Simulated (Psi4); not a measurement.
Psi4 1.11, unrestricted TPSS/def2-svp: C[C](C)[AsH2], charge 0, multiplicity 2, 12 atoms. The geometry is a generated start, not checked to be a minimum at this level.

| Item | Result |
|---|---|
| task | energy |
| method | tpss |
| basis | def2-svp |
| memory | 3 GB |
| maxiter | 100 |
| keys of the molecule block | symmetry c1 |
| scf_type | df (default) |
| guess | auto, which took SAD (default) |
| scf_initial_accelerator | adiis (default) |
| e_convergence | 1e-06 (default) |
| d_convergence | 1e-06 (default) |
| dft_radial_points | 75 (default) |
| dft_spherical_points | 302 (default) |
| basis functions | 114 |
| grid points | 256502 |

```xyz
12

C     -0.2056     1.3916     0.3044
C      0.0975    -0.0237    -0.0626
C     -1.0841    -0.9204    -0.2304
As     1.7744    -0.8031     0.4963
H     -0.7883     1.4581     1.2336
H     -0.8087     1.8686    -0.4768
H      0.7152     1.9641     0.4323
H     -1.8284    -0.4628    -0.8847
H     -1.5824    -1.1187     0.7288
H     -0.7830    -1.8817    -0.6537
H      1.8783    -1.7138    -0.6988
H      2.6153     0.2417    -0.1884
```

Charge 0 and multiplicity 2 are set for this test and not shown to be the ground state.

One run each on 2 threads. Values of diis_max_vecs tried: 3, 6, 10 (default), 20.

Task: Predict the course of the SCF iterations along this series.

Result: Fewest SCF iterations, within one of each other: 6 with 11, 10 (default) with 10, 20 with 10. The count rises to 16 at 3. All converge to one solution.

```tsv
diis_max_vecs	SCF iterations	end
3	16	same solution
6	11	same solution
10 (default)	10	same solution
20	10	same solution
```
